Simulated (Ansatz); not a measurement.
The reference is PbZrO$_{3}$ in the cubic perovskite structure (space group Pm-3m, No. 221; a = 4.141 Å; a cell from a computed database, its experimental status unchecked).

Modification: cell and atoms relaxed at a pressure of 5 GPa.

Levels (all Ansatz, a quantum-chemistry and plane-wave program, PAW): PBEsol (420 eV, no SOC); PBEsol+SOC (420 eV, noncollinear with spin-orbit coupling).

The geometry is relaxed with PBEsol.

| Property | Result |
|---|---|
| PBEsol electron mass | 0.18 mₑ along k, 0.33 mₑ across (at X) |
| PBEsol lowest conduction level above the VBM at special points | X 2.37 eV; Γ 3.72 eV; M 4.36 eV; R 5.81 eV |
| PBEsol gap character | direct at X |

With PBEsol+SOC at the same geometry, the electron mass changes from 0.18 mₑ along k, 0.33 mₑ across (at X) to 0.18 mₑ along k, 0.36 mₑ across (at X); the lowest conduction level above the VBM at special points becomes X 2.02 eV; Γ 3.67 eV; M 3.20 eV; R 4.44 eV (PBEsol: X 2.37 eV; Γ 3.72 eV; M 4.36 eV; R 5.81 eV); the hole mass is 0.22 mₑ along k, 0.76 mₑ across (at X); the gap character is still direct at X.

Single points use the geometry relaxed with PBEsol. The spin-orbit shifts are approximate. With Pb present, leaving out spin-orbit coupling can change the band edges. Load acts through the strain it causes; cell and atoms are relaxed under it. Masses are band curvatures over ±0.01 Å⁻¹ around the edge. Along k means along the line from Γ to the band edge. Stability against distortions was not tested. No other phases were tried under pressure. Many cubic perovskites are stable only at high temperature; tilts and polar distortions were not tested.
